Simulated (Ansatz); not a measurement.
# GeS₂ in the 2H-MoS2 type structure (space group P6_3/mmc, No. 194; a hypothetical phase, not in the database extracts checked; layered, stacked along the Cartesian z axis)

```xyz
6
Lattice="3.4275 0.0000 0.0000 -1.7138 2.9683 0.0000 0.0000 0.0000 10.6216" Properties=species:S:1:pos:R:3 pbc="T T T"
Ge     0.0000     1.9789     2.6554
Ge     1.7138     0.9894     7.9662
S      0.0000     1.9789     6.4356
S      1.7138     0.9894     1.1247
S      1.7138     0.9894     4.1861
S      0.0000     1.9789     9.4969
```

Calculations: Kohn–Sham DFT with the PBE-D3(BJ) functional, run in Ansatz (a quantum-chemistry and plane-wave program) with PAW and 420 eV plane waves, no SOC, earlier PAW set. k-mesh 16×16×5 (Γ-centred); smearing 0.05 eV (Fermi–Dirac).

- Volume per atom = 18.01 Å³
- Density = 4.20 g/cm³
- Band gap = zero
- Total energy = -2033.223 eV/atom (σ→0; compares only within this code and set-up)

No phonon test of stability was made. The final runs are not spin-polarised.
